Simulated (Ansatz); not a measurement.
# Ge, pressure series

Base system: Ge in the diamond structure (space group Fd-3m, No. 227; a = 5.762 Å).

Cell and atoms are relaxed at each pressure.

Calculations: PBE, PAW, 420 eV (Ansatz, an electronic-structure program; without spin-orbit coupling).

```
pressure (GPa)  volume per atom (Å³/atom)
--------------  -------------------------
-2                                 24.810
-1                                 24.332
0                                  23.909
0.3                                23.786
0.7                                23.631
1.5                                23.338
3                                       ?
5                                  22.254
7.5                                21.628
```

Question: Fit the third-order Birch–Murnaghan form P(V) = (3B₀/2)[(V₀/V)^(7/3) − (V₀/V)^(5/3)]·[1 + (3/4)(B₀′ − 4)((V₀/V)^(2/3) − 1)] (squares taken in P) to the rows shown and predict the withheld row.

Answer: Least squares on the printed values gives V₀ = 23.906 Å³/atom, B₀ = 58.9 GPa, B₀′ = 4.8; this predicts 22.839 Å³/atom, and the run gives 22.839 Å³/atom, in agreement.

Measured bulk modulus of Ge: 77.3 GPa (static lattice; corrected from measurement; as listed in Tanner et al., arXiv (2021)); the computed value is 24 % below it.

Load acts through the strain it causes; cell and atoms are relaxed under it. Stability against distortions was not tested. Tetrahedral semiconductors of this kind turn to denser phases somewhere between about 1 and 50 GPa; those were not computed, so compressed cells here can lie past the real transition.
